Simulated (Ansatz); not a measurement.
The parent structure is Sr in the fcc (Cu type) structure (space group Fm-3m, No. 225; a = 6.1008 Å).

Calculations: Kohn–Sham DFT with the r2SCAN functional, run in Ansatz (an electronic-structure program) with PAW and 500 eV plane waves, no SOC.

Before the change:

```
Property                                   Result
-----------------------------  ------------------
Largest site moment                       0.00 μB
Magnetic state                 not spin-polarised
Shortest interatomic distance             4.314 Å
```

Perturbation: every Sr is replaced by Sm, then cell and atoms are relaxed.

Tabulated Pauling electronegativity and covalent radius: Sr 0.95, 1.95 Å; Sm 1.17, 1.98 Å.

Task: Predict the new largest site moment.

Result: The largest site moment goes from zero to 6.54 μB.

Task: What does the calculation give for the magnetic state after the change?

Result: The magnetic state changes from not spin-polarised to ferromagnetic.

Task: What happens to the shortest interatomic distance?

Result: The shortest interatomic distance drops by 0.451 Å (4.314 Å → 3.863 Å).

Other magnetic orders, which the real material may have, were not ruled out. The 4f electrons are in the valence with no U and their state was not checked, so volumes and moments can be off. Whether these cells are dynamically stable was not tested. As relaxed here, Sm is a hypothetical phase, not in the database extracts checked.
